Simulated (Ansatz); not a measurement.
An Ansatz (a program for electronic structure) input (Kohn–Sham DFT with the r2SCAN functional, run in Ansatz with PAW and 500 eV plane waves, without spin-orbit coupling, earlier PAW set):

Ansatz 0.2 input:
```yaml
crystal:
  lattice:
    - [4.0458203139, 0, 0]
    - [0, 4.0458203139, 0]
    - [2.0229101569, -2.0229101569, 2.8187601603]
  atoms:
    - { symbol: As, position: [0.25, 0.25, 0.5] }
    - { symbol: Ga, position: [0, 0, 0] }
basis: { ecutwfc: 500, ecutrho_ratio: 4, xc_grid: 4, fft_grid_basis: typed }
kpoints: { mp_grid: { grid: [10, 10, 10] } }
hamiltonian:
  xc: r2scan
  dispersion: none
  pseudopotentials: { azcp: { folder: ./paw }, kind: paw }
scf: { occupations: { method: fermi_dirac, width: 0.05 } }
relax: { f_tol: 0.005, max_steps: 50, cell: { stress_tol: 0.01, fix: [a, b, gamma] } }
output: { forces: true, stress: true }
checkpoint: { write: state.ck, write_every: 1000 }
```

Problem. Which symmetry and how many k-points will the program report, and about how many plane waves at Γ?

Solution. Space group I-4m2 (ITA 119) with 8 operations, k-points 102 of 1000, and 1211 plane waves at Γ.

Problem. And the final pressure?

Solution. -0.79 GPa (compression positive).

The cells carry an imposed strain or load. Whether these cells are dynamically stable was not tested. The cell was made from GaAs in the zinc blende structure (space group F-43m, No. 216) by this change: biaxial strain +0.99 %, plane normal [001], relaxed out of plane.
